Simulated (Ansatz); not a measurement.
# Refining one setting for Tc3P (Fm-3m, 4 atoms in the cell)

```yaml
crystal:
  lattice:
    - [0.00000, 3.28046, 3.28046]
    - [3.28046, 0.00000, 3.28046]
    - [3.28046, 3.28046, 0.00000]
  atoms:
    - { symbol: P, position: [0.00000, 0.00000, 0.00000] }
    - { symbol: Tc, position: [0.50000, 0.50000, 0.50000] }
    - { symbol: Tc, position: [0.25000, 0.25000, 0.25000] }
    - { symbol: Tc, position: [0.75000, 0.75000, 0.75000] }
```

Level of theory: PBE, harder PAW files (source: ansatz) (plane waves; Ansatz, a quantum-chemistry and plane-wave program).

The starting cell was generated: these elements placed on a structure prototype, without a prior relaxation; it need not be a known phase or ordering of this composition. Spin polarisation is off. In the base run, with a pressure of about -36 GPa the cell is away from its equilibrium volume at this level. Ansatz's pressure includes its estimate of the finite-basis (Pulay) stress.

Held fixed: kpoints.mp_grid.grid = 5 5 5; hamiltonian.xc = pbe; hamiltonian.pseudopotentials = {kind: paw, source: ansatz}; scf.occupations.method = fermi_dirac; scf.occupations.width = 0.05 eV.

ΔF is the free energy per atom less that of the last row (1200 eV).

The first pressure column holds Ansatz's estimate of the finite-basis (Pulay) stress, which hides part of the cutoff error; the other is without it.

The series runs over basis.ecutwfc = 240 eV; 300 eV; 360 eV; 420 eV; 480 eV; 540 eV; 600 eV; 690 eV; 780 eV; 900 eV; 1050 eV; 1200 eV.

From which setting on does the energy stay within 2 meV/atom of the last one?

From basis.ecutwfc = 480 eV on; the one before it is off by 12 meV/atom.

From which setting on does the pressure stay within 0.1 GPa of the last one?

From basis.ecutwfc = 420 eV on; the one before it is off by 0.42 GPa. The value it settles on is -35.58 GPa at this level of theory and with the other settings as held.

| basis.ecutwfc | ΔF (meV/atom) | pressure (GPa) | pressure at a fixed set of plane waves (GPa) | plane waves | iterations |
|---|---|---|---|---|---|
| 240 eV | 5919.6 | -37.06 | -271.50 | 609 | 7 |
| 300 eV | 1136.5 | -38.07 | -99.21 | 869 | 8 |
| 360 eV | 152.5 | -35.16 | -47.73 | 1067 | 8 |
| 420 eV | 12.4 | -35.60 | -36.98 | 1411 | 8 |
| 480 eV | 1.55 | -35.57 | -35.64 | 1687 | 8 |
| 540 eV | 1.09 | -35.58 | -35.59 | 1989 | 8 |
| 600 eV | 0.78 | -35.58 | -35.59 | 2397 | 8 |
| 690 eV | 0.66 | -35.58 | -35.58 | 2891 | 8 |
| 780 eV | 0.44 | -35.58 | -35.59 | 3479 | 8 |
| 900 eV | 0.24 | -35.58 | -35.58 | 4285 | 8 |
| 1050 eV | 0.15 | -35.58 | -35.58 | 5577 | 8 |
| 1200 eV | 0.00 | -35.58 | -35.58 | 6615 | 8 |

Keys are those of Ansatz 0.2.
